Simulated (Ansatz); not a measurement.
**Cl on the 1x1 (110) surface of 3C silicon carbide (cut with top plane C + Si), one in a 2x2 cell, started at the site 'over C at depth 1.5 Å'**

Host crystal: 3C silicon carbide, with a band gap (PBE, scalar-relativistic without spin-orbit coupling).

These are PBE (plane waves to 420 eV, PAW; Ansatz, a quantum-chemistry and plane-wave program) values and carry that method's errors.

Slab: 49 atoms, 7.7 Å thick at the start under the adsorbate (thin: gaps and levels are the slab's own); k 3x3x1, smearing 0.01 eV, dipole-corrected; 24 atoms held, the rest relaxed; held to the start's symmetry, so lower structures may exist; spin-polarised, ending with about 1.0 μB a cell; orders that need a larger cell were not tried, no spin-orbit, no U, no dispersion correction. At the end it is bonded to Si. In PBE it is, or lies within 0.03 eV of, the lowest of the starts that converged.

```yaml
adsorption energy against ½ Cl2(g): -1.82 eV
change_of_the_step_from_the_bottom_to_the_top_vacuum_level_against_the_clean_slab: 0.28 eV
energy_released_by_relaxation: 0.99 eV
height of the binding atom over the mean of the host atoms within 0.3 Å of the top one: 1.947 Å
magnetic_moment_of_the_cell: 1.00 μB
nearest_host_atoms_of_the_binding_atom: Si at 2.07 Å, C at 3.16 Å, C at 3.16 Å
largest_move_of_a_host_atom: 0.35 Å
cost: about 21 core-minutes (a rough figure)
```

A negative adsorption energy means that the adsorbate is more stable on the surface than in its reference.
